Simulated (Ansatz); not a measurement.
Take Li2O in the anti-CdI2 type structure (space group P-3m1, No. 164; a hypothetical phase, not in the database extracts checked; layered, stacked along the Cartesian z axis) as the base.

Li₂O is taken in the trigonal space group P-3m1 (No. 164), the anti-CdI2 type structure, Pearson symbol hP3. Cell: a = b = 3.070 Å, c = 3.854 Å, α = β = 90.00°, γ = 120.00°. O on 1a sees 6 Li at 1.896 Å. Li on 2d is surrounded by 3 O at 1.896 Å (trigonal pyramidal). (Neighbours: up to the widest gap in distance over summed covalent radii, below 1.35, at either atom; cation-cation and far metal-metal contacts left out.)

Method: r2SCAN+rVV10/PAW in Ansatz (a program for electronic structure), no spin-orbit coupling.

One change was made to it. Results:

```
quantity                                  base            after
-----------------------------  ---------------  ---------------
width of the top valence band          1.08 eV          1.74 eV
band gap                               2.40 eV          3.72 eV
gap character                  indirect, A → Γ  indirect, M → Γ
shortest interatomic distance         189.6 pm         186.0 pm
c/a ratio                                1.255            1.073
```

Question: What was done to the base?
A. pressure 30 GPa
B. pressure 7 GPa
C. pressure 15 GPa

Answer: B, pressure 7 GPa. For comparison, the band gap in the other runs: pressure 30 GPa gives 5.31 eV; pressure 15 GPa gives 4.48 eV.

From pressure 15 GPa on, the axis ratios lie over 15 % from the base's, so the cell there is far from its starting form. Load acts through the strain it causes; cell and atoms are relaxed under it. No phonon test of stability was made. No other phases were tried under pressure.
